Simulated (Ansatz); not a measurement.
A hypothetical phase is included: elements placed on a structure type, which no database files for this compound.

By r2SCAN, the system below comes out a metal.

Here is the system:

```yaml
crystal:
  lattice:
    - [6.84594, 0.00000, 0.00000]
    - [0.00000, 6.84594, 0.00000]
    - [3.42297, -3.42297, 3.42297]
  atoms:
    - { symbol: Ge, position: [0.00000, 0.25000, 0.75000] }
    - { symbol: Ge, position: [0.75000, 0.50000, 0.75000] }
    - { symbol: Ge, position: [0.50000, 0.00000, 0.25000] }
    - { symbol: Ge, position: [0.75000, 0.25000, 0.25000] }
```

The cell was relaxed by PBE-D3(BJ); by r2SCAN it stands under a pressure of -0.8 GPa.

The current flows along the normal of the first two printed cell vectors, the (001) plane of the conventional cell. No spin-orbit coupling; the value is a mean over 0.1 eV about the Fermi level.

Predict the ballistic conductance per area from Ansatz (an electronic-structure program) with r2SCAN.

0.38 × 10¹⁵ S/m² for both spins.
